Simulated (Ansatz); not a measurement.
A self-consistent single point of Sc2Co (I4/mcm, 6 atoms in the cell) with Ansatz (an electronic-structure program).

Method: PBEsol, harder PAW files (source: ansatz) made with PBE (plane waves; Ansatz).

```xyz
6
Lattice="-3.1413 3.1413 2.8137 3.1413 -3.1413 2.8137 3.1413 3.1413 -2.8137" Properties=species:S:1:pos:R:3 pbc="T T T"
Sc     2.0204    -1.1209     2.8137
Sc     1.1209     4.2622     0.0000
Sc     1.1209     2.0204     2.8137
Sc     2.0204     1.1209     0.0000
Co     0.0000     0.0000     4.2206
Co     0.0000     0.0000     1.4069
```

Reference input (self-consistent single point, DFT, PBEsol, plane waves, harder PAW files (source: ansatz) made with PBE): basis.ecutwfc = 900 eV; kpoints.mp_grid.grid = 6 6 6; hamiltonian.xc = pbesol; hamiltonian.pseudopotentials = {kind: paw, source: ansatz}; scf.occupations.method = fermi_dirac; scf.occupations.width = 0.1 eV. This run's input differs from it in these lines:

Ansatz 0.2 input:
```diff
@@ -13,3 +13,3 @@
 basis:
-  ecutwfc: 900.0 eV
+  ecutwfc: 360.0 eV
 kpoints:
```

Output, abridged:

```
SCF iter   1: F=—  HF=-18606.237980 eV  |F-HF|=—  |Δ(HF+E_count)|=         —  Δρ=3.92e-1  dr2=1.66e2  ethr=3.10e-3  ⟨swp⟩=5.4  Hψ=4807  notcnv=0
all-band conjugate gradients solve this SCF's bands
preconditioner: auto → Kerker (q_TF=auto, 2.572 Å⁻¹)
SCF iter   2: F=—  HF=-18596.462891 eV  |F-HF|=—  |Δ(HF+E_count)|=    9.78e0  Δρ=1.24e-1  dr2=1.07e1  ethr=3.10e-3  ⟨swp⟩=3.0  Hψ=3264  notcnv=0
   [... lines left out ...]
SCF iter   7: F=—  HF=-18594.732232 eV  |F-HF|=—  |Δ(HF+E_count)|=   2.79e-5  Δρ=7.87e-5  dr2=4.34e-6  ethr=1.07e-7  ⟨swp⟩=2.0  Hψ=1912  notcnv=0
SCF iter   8: F=—  HF=-18594.732231 eV  |F-HF|=—  |Δ(HF+E_count)|=   8.07e-7  Δρ=3.02e-5  dr2=6.97e-7  ethr=5.56e-9  ⟨swp⟩=2.4  Hψ=2481  notcnv=0
SCF iter   9: F=—  HF=-18594.732231 eV  |F-HF|=—  |Δ(HF+E_count)|=   1.67e-7  Δρ=8.50e-6  dr2=1.87e-7  ethr=8.94e-10  ⟨swp⟩=2.5  Hψ=2152  notcnv=0
SCF iter  10: F=-18594.732231 eV  HF=-18594.732231 eV  |F-HF|=1.47e-9  |Δ(HF+E_count)|=   2.15e-8  Δρ=1.31e-6  dr2=2.33e-9  ethr=1.28e-10  ⟨swp⟩=5.4  Hψ=4428  notcnv=0
SCF 1 converged in 10 iterations: F = -18594.732231 eV  dr2 = 2.33e-9
Free energy (F): -18594.732231 eV
Internal energy: -18594.493948 eV  (E = F + TS)
E sigma→0 (E₀):  -18594.613090 eV
Entropy (-TS):   -0.238283 eV (-39.714 meV/atom)
Fermi energy:    11.907859 eV
--- Forces (eV/Å), atoms counted from 1 ---
  atom   1  Sc     0.11475475     0.11475475     0.00000000
  atom   2  Sc    -0.11475475    -0.11475475     0.00000000
  atom   3  Sc    -0.11475475     0.11475475     0.00000000
  atom   4  Sc     0.11475475    -0.11475475     0.00000000
  atom   5  Co     0.00000000    -0.00000000     0.00000000
  atom   6  Co     0.00000000     0.00000000     0.00000000
--- Stress (GPa, compression-positive) ---
        1.745238       0.000000       0.000000
        0.000000       1.745238       0.000000
       -0.000000      -0.000000       6.720708
  P = ⅓ Tr σ = 3.4037 GPa (34.037 kbar)
  The stress holds the Pulay correction. Without it, at fixed plane waves, as pw.x and ABINIT print it: P = -255.0247 GPa
```

The run converged in 10 iterations. Against the reference run the free energy rises by 6.44 eV/atom, the pressure goes from -3.18 to 3.40 GPa and the largest force goes from 0.072 to 0.162 eV/Å.

The starting cell comes from a database of computed structures (which also holds hypothetical and non-ambient phases and stackings), without a prior relaxation at this level. Spin polarisation is off. Ansatz's pressure includes its estimate of the finite-basis (Pulay) stress. Without the estimate this run gives -255.02 GPa. The cutoff lies below the one recommended for these files.
